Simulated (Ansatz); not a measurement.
**Cu in the fcc (Cu type) structure (space group Fm-3m, No. 225)**

Cu is taken in the cubic space group Fm-3m (No. 225), the fcc (Cu type) structure, Pearson symbol cF4. Cell: a = b = c = 3.630 Å, α = β = γ = 90.00°. Cu on 4a is surrounded by 12 Cu at 2.567 Å (cuboctahedral). (Neighbours: up to the widest gap in distance over summed covalent radii, below 1.35, at either atom.)
(The calculation used a cell of 1 atom; values per cell refer to that cell.)

All numbers come from PBE, PAW, 420 eV (Ansatz, a first-principles code; no spin-orbit coupling). Γ-centred 22×22×22 mesh, Fermi–Dirac width 0.05 eV.

The volume per atom is 11.96 Å³. The density is 8.83 g/cm³ and the band gap is zero. The total energy is -6625.175 eV/atom (σ→0; compares only within this code and set-up).

No phonon test of stability was made. All final runs are without spin polarisation.
